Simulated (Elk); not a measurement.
Band structure of Ti (P6_3/mmc, 4 atoms in the cell).

```yaml
crystal:
  lattice:
    - [2.92199, 0.00000, 0.00000]
    - [-1.46099, 2.53051, 0.00000]
    - [0.00000, 0.00000, 9.40151]
  atoms:
    - { symbol: Ti, position: [0.00000, 0.00000, 0.00000] }
    - { symbol: Ti, position: [0.00000, 0.00000, 0.50000] }
    - { symbol: Ti, position: [0.33333, 0.66667, 0.25000] }
    - { symbol: Ti, position: [0.66667, 0.33333, 0.75000] }
```

Method: PBE, all-electron FP-LAPW, Elk's shipped species files, APW+lo basis with extra local orbitals (Elk).

Settings: xctype = 20; rgkmax = 8; stype = 0; swidth = 0.00734986 Ha; ngridk = 9 9 3; gmaxvr = 14 1/bohr; nxlo = 2; lorbcnd = true; lmaxi = 2.

The starting cell was generated: these elements placed on a structure prototype, without a prior relaxation; it need not be a known phase or ordering of this composition. Its lattice was rescaled by a random factor within 2.5 % of one. Spin polarisation is off. Values depend on the basis (sphere radii, cutoffs, local orbitals), which need not be converged.

Levels in eV from the Fermi level, bands 21 to 28:
| point | 21 | 22 | 23 | 24 | 25 | 26 | 27 | 28 |
|---|---|---|---|---|---|---|---|---|
| Γ | 0.09 | 0.11 | 0.70 | 0.70 | 0.71 | 0.77 | 0.77 | 0.91 |
| M | -1.29 | -1.21 | -1.04 | -0.10 | 0.08 | 0.65 | 1.08 | 1.41 |
| K | -1.22 | -1.08 | -1.08 | -0.98 | -0.17 | 0.00 | 0.00 | 0.30 |
| A | 0.15 | 0.15 | 0.62 | 0.62 | 0.83 | 0.83 | 0.83 | 0.83 |
| L | -1.49 | -1.49 | -0.22 | -0.22 | 0.70 | 0.70 | 0.98 | 0.98 |
| H | -1.16 | -1.16 | -1.13 | -1.13 | 0.05 | 0.05 | 0.08 | 0.08 |

Bands cross the Fermi level along this path, so the cell is metallic at this level.
